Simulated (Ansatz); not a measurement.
# Short convergence ladders for P (R-3m, 2 atoms in the cell)

```yaml
crystal:
  lattice:
    - [1.73090, 0.99934, 3.13907]
    - [-1.73090, 0.99934, 3.13907]
    - [0.00000, -1.99867, 3.13907]
  atoms:
    - { symbol: P, position: [0.22708, 0.22708, 0.22708] }
    - { symbol: P, position: [0.77292, 0.77292, 0.77292] }
```

Base method: LDA (PW92), default PAW files made with PBE (plane waves; Ansatz, a program for electronic structure).

Base settings: basis.ecutwfc = 420 eV; kpoints.mp_grid.grid = 11 11 11; hamiltonian.xc = lda; hamiltonian.pseudopotentials = {kind: paw} (the program's default PAW files); scf.occupations.method = gaussian; scf.occupations.width = 0.1 eV.

Core times come from one kind of shared machine, to one figure; runs under 30 s give none.

**Zone-centre phonons against the cutoff**

In this ladder: phonons.method = dfpt.

The mesh stays at the base's, so the ladder's end is converged at best in this setting alone.

Frequencies are those of the unrelaxed cell, without the LO-TO term of polar crystals.

Only quantities that move along the ladder and can be compared are tabulated.

| basis.ecutwfc | highest zone-centre frequency (cm⁻¹) |
|---|---|
| 210 eV | 364.3 |
| 250 eV | 353.9 |
| 295 eV | 356.4 |
| 355 eV | 360.3 |
| 420 eV | 360.8 |
| 505 eV | 360.8 |
| 630 eV | 360.8 |

Coarsest basis.ecutwfc that holds the highest zone-centre frequency within 2 cm⁻¹ of the last step, with all finer ones: 355 eV; the step before is off by 4.5 cm⁻¹.

**The force threshold of a relaxation**

On P (R-3m, 2 atoms in the cell): one atom moved by 0.15 angstrom.

In this ladder: relax = atoms.

The mesh stays at the base's, so the ladder's end is converged at best in this setting alone.

Only quantities that move along the ladder and can be compared are tabulated.

```tsv
relax.f_tol	free energy less the last step's (meV/atom)	largest force left (eV/Å)	relaxation steps
0.2 eV/Å	0.50	0.1237	3
0.1 eV/Å	0.00	0.0034	4
0.05 eV/Å	0.00	0.0034	4
0.03 eV/Å	0.00	0.0034	5
0.02 eV/Å	0.00	0.0034	5
0.01 eV/Å	0.00	0.0034	5
0.005 eV/Å	0.00	0.0034	5
0.002 eV/Å	0.00	0.0000	6
0.001 eV/Å	0.00	0.0000	6
```

Coarsest relax.f_tol that holds the free energy within 0.1 meV/atom of the last step, with all finer ones: 0.1 eV/Å; the step before is off by 0.50 meV/atom.

Coarsest relax.f_tol that holds the largest force left within 0.01 eV/Å of the last step, with all finer ones: 0.1 eV/Å; the step before is off by 0.12 eV/Å.

**The q mesh of the phonons**

In this ladder: kpoints.mp_grid.grid = 12 12 12; phonons.method = dfpt.

Only quantities that move along the ladder and can be compared are tabulated.

Thermal sums run over frequencies interpolated from this q mesh.

| phonons.qmesh | zero-point energy (meV/atom) | vibrational free energy at 300 K (meV/atom) | core time / last (rough) |
|---|---|---|---|
| 1 1 1 | 39.14 | -2.84 | – |
| 2 2 2 | 45.44 | 9.90 | 0.1 |
| 3 3 3 | 46.30 | 11.79 | 0.4 |
| 4 4 4 | 46.48 | 12.41 | 1 |

Coarsest phonons.qmesh that holds the vibrational free energy at 300 K within 2 meV/atom of the last step, with all finer ones: 3 3 3, at about 0.4 of the last step's time; the step before is off by 2.5 meV/atom.

Coarsest phonons.qmesh that holds the zero-point energy within 0.5 meV/atom of the last step, with all finer ones: 3 3 3, at about 0.4 of the last step's time; the step before is off by 1.0 meV/atom.

On the base run: the starting cell comes from a database of computed structures (which also holds hypothetical and non-ambient phases and stackings), without a prior relaxation at this level. Its lattice was rescaled by up to half a per cent. In the base run, with a pressure of about -4 GPa the cell is away from its equilibrium volume at this level.

Keys are those of Ansatz 0.2.
